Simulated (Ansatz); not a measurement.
hypothetical P4/nmm Co2Si with two functionals, pressure 1.5 GPa

The parent structure is Co$_{2}$Si (space group P4/nmm, No. 129; a = 3.4547 Å, c = 5.7510 Å; ferromagnetic; a hypothetical phase, not in the database extracts checked).

(Cell as relaxed with PBE.)

Levels (all Ansatz, a first-principles code, PAW): PBE (420 eV, spin-orbit coupling left out); PBEsol (420 eV, scalar-relativistic without spin-orbit coupling).

Each level relaxes its own structure.

```tsv
base	PBE	PBEsol
volume per atom	11.44 Å³	11.01 Å³
lattice parameter a	3.455 Å	3.406 Å
band gap	zero	zero
largest site moment	0.93 μB	0.81 μB
```

Modification: a hydrostatic pressure of 1.5 GPa.

```
quantity                           PBE  PBEsol
-----------------------------  -------  ------
largest site moment            0.91 μB       …
c/a ratio                        1.667       …
shortest interatomic distance  2.243 Å       …
```

### Question
Given the PBE results, estimate those of PBEsol.

### Answer

- largest site moment, PBEsol: 0.79 μB
- c/a ratio, PBEsol: 1.674
- shortest interatomic distance, PBEsol: 2.216 Å

PBE's largest site moment lies 0.12 μB above PBEsol's; PBE's c/a ratio lies 0.007 below PBEsol's; PBE's shortest interatomic distance lies 0.027 Å above PBEsol's (1.2 %). Neither level is exact; PBEsol is the comparison here, not a measurement.

Other magnetic orders, which the real material may have, were not ruled out. Load acts through the strain it causes; cell and atoms are relaxed under it. No phonon test of stability was made.
